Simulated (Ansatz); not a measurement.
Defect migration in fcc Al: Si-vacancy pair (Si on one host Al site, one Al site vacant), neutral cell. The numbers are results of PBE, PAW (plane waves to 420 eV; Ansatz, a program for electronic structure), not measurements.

Cell of 32 host sites held at the relaxed PBE lattice; a 4×4×4 k-point mesh shifted by half a step; Fermi-Dirac width 0.10 eV, spin-restricted; finite-size errors left in. No zero-point or tunnelling terms. Forms of the defect that were not tried may lie lower. The start lies 0.062 eV above the lowest site run (PBE). The order of the sites in energy changes with the mesh.

Barriers: single points on a 6×6×6 k-point mesh shifted by half a step at the bands' geometries.

The step: a nearby Al atom hops onto the vacant site (Si-vacancy distance between ideal sites 4.04 → 4.95 Å); the atom moves 2.76 Å along (0.48, 0.00, -0.48) of the unit cell; the moving atom starts with neighbours 4 Al at 2.82, 2 Al at 2.86, 4 Al at 2.89, Al at 2.91 Å and ends with 4 Al at 2.82, 2 Al at 2.85, 5 Al at 2.88 Å.

Task: Predict the migration barrier of this step from PBE, PAW.

Result: 0.57 eV forward and 0.55 eV backward. At the saddle the moving atom has neighbours 4 Al at 2.63, 2 Al at 3.11, 2 Al at 3.12 Å. The saddle point's order was not checked, and it lies on a symmetry element of the cell, where a band can be held.
